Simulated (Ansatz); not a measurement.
InSbO4 (P2₁/c, No. 14, 24 atoms in the cell; start mp-1212067), treated with PBEsol (PAW; Ansatz, a quantum-chemistry and plane-wave program).

Run with plane-wave cutoff 520 eV, 6×6×6 k mesh, Fermi–Dirac smearing 0.01 eV, scalar-relativistic PAW data made under PBE.

Cell (relaxed with PBEsol):

```yaml
crystal:
  lattice:
    - [7.52344, 0.00000, -0.00499]
    - [0.00000, 5.25349, 0.00000]
    - [-1.40345, 0.00000, 7.31745]
  atoms:
    - { symbol: In, position: [0.84172, 0.74305, 0.64244] }
    - { symbol: In, position: [0.15828, 0.25695, 0.35756] }
    - { symbol: In, position: [0.15828, 0.24305, 0.85756] }
    - { symbol: In, position: [0.84172, 0.75695, 0.14244] }
    - { symbol: Sb, position: [0.66892, 0.24781, 0.81548] }
    - { symbol: Sb, position: [0.33108, 0.75219, 0.18452] }
    - { symbol: Sb, position: [0.33108, 0.74781, 0.68452] }
    - { symbol: Sb, position: [0.66892, 0.25219, 0.31548] }
    - { symbol: O, position: [0.80915, 0.55479, 0.89692] }
    - { symbol: O, position: [0.19085, 0.44521, 0.10308] }
    - { symbol: O, position: [0.19085, 0.05479, 0.60308] }
    - { symbol: O, position: [0.80915, 0.94521, 0.39692] }
    - { symbol: O, position: [0.90050, 0.06783, 0.81525] }
    - { symbol: O, position: [0.09950, 0.93217, 0.18475] }
    - { symbol: O, position: [0.09950, 0.56783, 0.68475] }
    - { symbol: O, position: [0.90050, 0.43217, 0.31525] }
    - { symbol: O, position: [0.67733, 0.39893, 0.56439] }
    - { symbol: O, position: [0.32267, 0.60107, 0.43561] }
    - { symbol: O, position: [0.32267, 0.89893, 0.93561] }
    - { symbol: O, position: [0.67733, 0.10107, 0.06439] }
    - { symbol: O, position: [0.43222, 0.42185, 0.80799] }
    - { symbol: O, position: [0.56778, 0.57815, 0.19201] }
    - { symbol: O, position: [0.56778, 0.92185, 0.69201] }
    - { symbol: O, position: [0.43222, 0.07815, 0.30799] }
```

### Question
What does this level give for the band gap?

### Answer

band gap: 1.12 eV

Spin–orbit coupling is not included.

Static lattice: no zero-point or thermal effects.

Cost on a shared machine: about 9 core-minutes (a rough figure).

A start named mp-… is a Materials Project structure, which need not be a measured phase.
